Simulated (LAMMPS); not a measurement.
MD of W (bcc) at zero pressure over temperature, 250 atoms; each row names its start.

Level of theory: MD with a machine-learned potential, pair style snap, file W_2940_2017_2.snap, run in LAMMPS.

```
T (K), start                                  state                    volume                   enthalpy   first peak of g(r)       coordination number
-------------  ------------------------------------  ------------------------  -------------------------  -------------------  ------------------------
100, crystal   crystal; no diffusion seen in 9.0 ps  16.1127 ± 0.0003 Å³/atom  -11.0027 ± 0.0002 eV/atom  2.75 Å, height 14.9   8.0 (counted to 2.98 Å)
300, crystal   crystal; no diffusion seen in 9.0 ps  16.1675 ± 0.0004 Å³/atom  -10.9499 ± 0.0004 eV/atom   2.75 Å, height 9.1   8.0 (counted to 2.98 Å)
2220, crystal  crystal; no diffusion seen in 9.0 ps    16.818 ± 0.003 Å³/atom    -10.415 ± 0.003 eV/atom   2.79 Å, height 3.5  14.0 (counted to 3.90 Å)
2770, crystal  crystal; no diffusion seen in 9.0 ps    17.079 ± 0.008 Å³/atom    -10.240 ± 0.004 eV/atom   2.81 Å, height 3.2  14.0 (counted to 3.94 Å)
3330, crystal  crystal; no diffusion seen in 9.0 ps    17.417 ± 0.007 Å³/atom    -10.038 ± 0.003 eV/atom   2.80 Å, height 2.9  14.0 (counted to 3.94 Å)
3330, melt                                   liquid      20.53 ± 0.09 Å³/atom     -9.456 ± 0.007 eV/atom   2.73 Å, height 2.7  10.1 (counted to 3.70 Å)
```

Measured linear expansion coefficient: 4.500 1e-6/K at 293 K (Kaye and Laby Online (NPL), 2.3.5 Thermal expansion).

Measured melting point: 3695 K (Wikipedia, Melting points of the elements (data page)).

Caution (rows 2220, crystal; 2770, crystal; 3330, crystal; 3330, melt): a run this short can hold a crystal over, or a liquid under, the potential's own melting point, which these runs don't give.

Caution (row 3330, crystal): enthalpy drifts during the constant-pressure average: a transition or slow ageing; fluctuation values are void.

Caution (row 3330, melt): this liquid lies under the measured melting point of 3695 K, so it is undercooled or the potential melts low.

From the crystal rows between 100 and 300 K, estimate the mean linear expansion coefficient and the heat capacity. The slope of ln V over three gives 5.7 × 10^-6 /K, and dH/dT = 3.1 kB/atom. Nuclei are classical here, so the heat capacity stays near 3 kB/atom, where a real crystal's falls off below its Debye temperature.

States go by the mean squared displacement: a species diffuses where it passes 1.5 Å², still rises and gives D over 1e-6 cm²/s; a crystal has left its structure where atoms lie 0.35 Å off their sites on average or a cubic box changes its shape by 3 %, or the axial ratios of another lie 8 % off the starting cell's, which the potential's own relaxation can also do.

Uncertainties are statistical and leave out the potential's own error.
